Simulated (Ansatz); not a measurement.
Take Nb in the bcc (W type) structure (space group Im-3m, No. 229; relaxed with 0.1 eV smearing) as the base.

```
CELL_PARAMETERS angstrom
     -1.62421     1.62421     1.62421
      1.62421    -1.62421     1.62421
      1.62421     1.62421    -1.62421
ATOMIC_POSITIONS crystal
  Nb 0.00000 0.00000 0.00000
```

Cartesian axes are those of the cell as printed.

Level of theory: DFT with LDA, PAW potentials and a 420 eV plane-wave cutoff in Ansatz (a first-principles code), no SOC.

Perturbation: tensile biaxial strain of 2.00 % in the plane normal to [001], as in epitaxy on a mismatched substrate; the out-of-plane cell vector and the atoms relax.

### Question
What does the calculation give for the in-plane stress, out-of-plane strain and energy relative to the base after the change?

### Answer
The mean in-plane stress (compression positive) amounts to -4.5 GPa; the out-of-plane strain amounts to -2.23 %; the energy increases by 10 meV/atom.

Stability against distortions was not tested. All final runs are without spin polarisation.
